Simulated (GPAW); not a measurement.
# GPAW run on NaTiO2 (R-3m, 4 atoms in the cell): self-consistent single point

Method of the run: PBEsol, GPAW PAW datasets PBEsol (made by gpaw-setup) (plane waves; GPAW).

This input was run:

```python
from ase import Atoms
from ase.units import GPa
from gpaw import GPAW, PW, FermiDirac

atoms = Atoms(['Na', 'Ti', 'O', 'O'],
              cell=[[1.506590, 0.869830, 5.399047],
                    [-1.506590, 0.869830, 5.399047],
                    [0.000000, -1.739660, 5.399047]],
              positions=[[0.000000, 0.000000, 0.000000],
                         [0.000000, 0.000000, 8.098571],
                         [0.000000, 0.000000, 12.371490],
                         [-0.000000, 0.000000, 3.825651]],
              pbc=True)

atoms.set_initial_magnetic_moments([0.0, 1.0, 0.0, 0.0])

calc = GPAW(spinpol=True,
            mode=PW(950),
            xc='PBEsol',
            kpts={'size': (8, 8, 8), 'gamma': True},
            occupations=FermiDirac(0.1),
            nbands=-8,
            symmetry={'symmorphic': False, 'tolerance': 0.0005},
            maxiter=100)

atoms.calc = calc

energy = atoms.get_potential_energy()
print('Energy (eV):', round(energy, 6))
forces = atoms.get_forces()
print('Forces (eV/Ang):')
print(forces.round(5))
stress = atoms.get_stress()
print('Stress (GPa, Voigt):', (stress / GPa).round(4))
```

Output (repeated stretches shortened):

```
Input parameters:
  kpts: {gamma: True,
         size: (8, 8, 8)}
  maxiter: 100
  mode: {ecut: 950.0,
         name: pw}
  nbands: -8
  occupations: {fixmagmom: False,
                name: fermi-dirac,
                width: 0.1}
  spinpol: True
  symmetry: {symmorphic: False,
             tolerance: 0.0005}
  xc: PBEsol

species:
  Na:
    name: Sodium
    Z: 11.0
    valence: 7
    core: 4
    charge: 0.0
    file: Na.PBEsol.gz

    # Using partial waves for Na as LCAO basis

  Ti:
    name: Titanium
    Z: 22.0
    valence: 12
    core: 10
    charge: 0.0
    file: Ti.PBEsol.gz

    # Using partial waves for Ti as LCAO basis

  O:
    name: Oxygen
    Z: 8.0
    valence: 6
    core: 2
    charge: 0.0
    file: O.PBEsol.gz

    # Using partial waves for O as LCAO basis

Reference energy: -31673.664041  # eV

Spin-polarized calculation.
Initial magnetic moment: 1.000000

Convergence criteria:
 Maximum [total energy] change in last 3 cyles: 0.0005 eV / valence electron
 Maximum integral of absolute [dens]ity change: 0.0001 electrons / valence electron
 Maximum integral of absolute [eigenst]ate change: 4e-08 eV^2 / valence electron
 Maximum number of scf [iter]ations: 100

Symmetries present (total): 12
Symmetries with fractional translations: 0
512 k-points: 8 x 8 x 8 Monkhorst-Pack grid + [1/16,1/16,1/16]
65 k-points in the irreducible part of the Brillouin zone
       k-points in crystal coordinates                weights
   0:     0.00000000    0.00000000    0.00000000          1/512
   1:     0.12500000    0.00000000   -0.12500000          6/512
   2:     0.12500000    0.00000000    0.00000000          6/512
   [... 7 lines left out ...]
          ...
  64:     0.50000000    0.50000000    0.50000000          1/512

Wave functions: Plane wave expansion
  Cutoff energy: 950.000 eV
  Number of coefficients (min, max): 2802, 2842
  Pulay-stress correction: 0.000000 eV/Ang^3 (de/decut=0.000000)

Occupation numbers: Fermi-Dirac:
  width: 0.1000  # eV

Eigensolver

Densities:
  Coarse grid: 42*42*42 grid
  Fine grid: 84*84*84 grid
  Total Charge: 0.000000

Density mixing:
  Method: difference
  Backend: pulay
  Linear mixing parameter: 0.05
  old densities: 5
  Damping of long wavelength oscillations: 50

Hamiltonian:
  XC and Coulomb potentials evaluated on a 84*84*84 grid
  External potential:
    NoExternalPotential

XC parameters: PBEsol with 2 nearest neighbor stencil

Number of atoms: 4
Number of atomic orbitals: 28
Number of bands in calculation: 24
Number of valence electrons: 31
Bands to converge: occupied

Density initialized from atomic densities
  24 bands from LCAO basis set

Atomic positions and initial magnetic moments

Positions:
   0 Na     0.000000    0.000000    0.000000    ( 0.0000,  0.0000,  0.0000)
   1 Ti     0.000000    0.000000    8.098571    ( 0.0000,  0.0000,  1.0000)
   2 O      0.000000    0.000000   12.371490    ( 0.0000,  0.0000,  0.0000)
   3 O     -0.000000    0.000000    3.825651    ( 0.0000,  0.0000,  0.0000)

Unit cell:
           periodic     x           y           z      points  spacing
  1. axis:    yes    1.506590    0.869830    5.399047    42     0.0613
  2. axis:    yes   -1.506590    0.869830    5.399047    42     0.0613
  3. axis:    yes    0.000000   -1.739660    5.399047    42     0.0613

  Lengths:   5.672400   5.672400   5.672400
  Angles:   30.805222  30.805222  30.805225

Effective grid spacing dv^(1/3) = 0.0831

     iter     time        total  log10-change:  magmom
                         energy   eigst   dens
iter:   1 --:--:--   -32.382579                   +1.0033
iter:   2 --:--:--   -31.513380   -1.17  -1.05    +0.6383
iter:   3 --:--:--   -29.604551   -0.93  -1.12    +0.3002
iter:   4 --:--:--   -29.628275   -2.47  -1.43    +0.2821
iter:   5 --:--:--   -29.568863   -1.72  -1.46    +0.2552
iter:   6 --:--:--   -29.516580   -2.67  -2.02    +0.2399
iter:   7 --:--:--   -29.511625   -2.72  -2.12    +0.2189
iter:   8 --:--:--   -29.510123c  -3.51  -2.66    +0.2047
iter:   9 --:--:--   -29.510314c  -3.65  -2.75    +0.1826
iter:  10 --:--:--   -29.509311c  -4.16  -3.01    +0.2689
iter:  11 --:--:--   -29.510252c  -3.76  -3.41    +0.0124
iter:  12 --:--:--   -29.510064c  -5.22  -3.44    +0.0190
iter:  13 --:--:--   -29.509933c  -5.10  -3.52    +0.0191
iter:  14 --:--:--   -29.509930c  -6.29  -3.63    +0.0182
iter:  15 --:--:--   -29.509937c  -6.13  -3.65    +0.0172
iter:  16 --:--:--   -29.509914c  -5.95  -3.72    +0.0111
iter:  17 --:--:--   -29.509934c  -5.60  -3.75    +0.0057
iter:  18 --:--:--   -29.509922c  -6.71  -4.17c   +0.0003
iter:  19 --:--:--   -29.509916c  -7.17  -4.18c   -0.0003
iter:  20 --:--:--   -29.509924c  -6.93  -4.20c   -0.0008
iter:  21 --:--:--   -29.509919c  -7.67c -4.48c   -0.0007

Converged after 21 iterations.

Dipole moment: (-0.000000, 0.000000, 0.000003) |e|*Ang

Total magnetic moment: (0.000000, 0.000000, -0.000699)
Local magnetic moments:
   0 Na ( 0.000000,  0.000000, -0.000001)
   1 Ti ( 0.000000,  0.000000, -0.000511)
   2 O  ( 0.000000,  0.000000, -0.000002)
   3 O  ( 0.000000,  0.000000, -0.000002)

Energy contributions relative to reference atoms: (reference = -31673.664041)

Kinetic:        +30.289708
Potential:      -32.160652
External:        +0.000000
XC:             -28.077549
Entropy (-ST):   -0.071431
Local:           +0.474290
SIC:             +0.000000
--------------------------
Free energy:    -29.545634
Extrapolated:   -29.509919

Spin contamination: 0.000010 electrons
Showing only first 2 kpts
                      Up                     Down
 Kpt  Band  Eigenvalues  Occupancy  Eigenvalues  Occupancy
  0    13      4.06700    1.00000      4.06698    1.00000
  0    14      4.06701    1.00000      4.06700    1.00000
  0    15      8.00358    0.12346      8.00288    0.12422
  0    16      8.00360    0.12343      8.00290    0.12420

  1    13      3.36948    1.00000      3.36941    1.00000
  1    14      3.79606    1.00000      3.79603    1.00000
  1    15      8.10980    0.04643      8.10919    0.04670
  1    16      8.28256    0.00858      8.28192    0.00863

Fermi level: 7.80757

No gap
No difference between direct/indirect transitions
Energy (eV): -29.509919

Forces in eV/Ang:
  0 Na    0.00000    0.00000   -0.00000
  1 Ti    0.00000    0.00000    0.00000
  2 O     0.00000    0.00000    0.00502
  3 O     0.00000   -0.00000   -0.00502

Stress tensor:
     0.029302     0.000000     0.000000
    -0.000000     0.029302     0.000000
     0.000000     0.000000    -0.011534
Stress (GPa, Voigt): [ 4.6947  4.6947 -1.8479  0.      0.      0.    ]
```

The run converged in 21 iterations. GPAW prints stress with tension positive.

At such cutoffs GPAW's stress carries a finite-basis (Pulay) error, which enters relaxed cells too; its log prints stress with tension positive.

The starting cell comes from a database of computed structures (which also holds hypothetical and non-ambient phases and stackings), without a prior relaxation at this level. The starting moments vanished: the run ended non-magnetic.

Cost on one core of a shared machine: roughly 7 min.
